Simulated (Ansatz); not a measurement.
Start from BN (space group P6_3/mmc, No. 194; a = 2.5064 Å, c = 6.6147 Å; layered, stacked along the Cartesian z axis).

Method: PBE-D3(BJ)/PAW in Ansatz (an electronic-structure program), scalar-relativistic without spin-orbit coupling.

Before the change:

The smallest direct gap is 4.64 eV. The band gap is 4.24 eV and the pressure is 0.0 kbar.

It is then changed as follows: an isotropic linear strain of +1.80 %, atoms relaxed at fixed cell.

**Question.** Predict the new smallest direct gap.

**Answer.** The smallest direct gap drops by 0.133 eV (4.64 eV → 4.50 eV).

**Question.** Predict the new energy relative to the base.

**Answer.** The energy rises by 19 meV/atom.

**Question.** What happens to the band gap?

**Answer.** The band gap drops by 0.06 eV to 4.18 eV.

**Question.** What happens to the pressure?

**Answer.** The pressure (mean of the normal stresses, compression positive) goes from zero to -117.6 kbar.

Stability against distortions was not tested.
